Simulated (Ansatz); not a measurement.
Consider TiAl3 (space group I4/mmm, No. 139; a = 3.816 Å, c = 8.551 Å).

Levels (all Ansatz, an electronic-structure program, PAW): PBEsol (420 eV, spin-orbit coupling left out); r2SCAN (500 eV, no SOC).

The geometry is relaxed with PBEsol.

- PBEsol pressure = 0.0 GPa

Task: What does r2SCAN give at this geometry for the pressure?

Result: The pressure goes from zero to 0.6 GPa.

Single points use the geometry relaxed with PBEsol. Their cutoffs differ, which shifts pressures a little. No phonon test of stability was made. All final runs are without spin polarisation.
